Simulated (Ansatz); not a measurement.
We consider NiZn (Pm-3m, No. 221, 2 atoms in the cell; start mp-1486), described by LDA in Ansatz (PAW).

Run with plane-wave cutoff 520 eV, 20×20×20 k mesh, Fermi–Dirac smearing 0.05 eV, no spin polarisation, scalar-relativistic PAW data made under PBE.

Cell (relaxed at this level):

NiZn has the cubic space group Pm-3m (No. 221), the CsCl type structure, Pearson symbol cP2. Cell: a = b = c = 2.8064 Å, α = β = γ = 90.00°. Zn on 1b is surrounded by 8 Ni at 2.430 Å and 6 Zn at 2.806 Å. Ni on 1a sees 8 Zn at 2.430 Å and 6 Ni at 2.806 Å. (Neighbours: up to the widest gap in distance over summed covalent radii, below 1.35, at either atom.)

Predict the bulk modulus.


bulk modulus: 192 GPa

Note: the run has no spin polarisation, so it can have missed a magnetic state; the bulk modulus is −V dP/dV from two relaxed cells at ±2 % in volume; the relaxation could not lower the start's symmetry, so the cell can be a saddle point above a distorted one.

Computed values are for the static lattice.

A start named mp-… is a Materials Project structure, which need not be a measured phase.

Ansatz is an electronic-structure program.
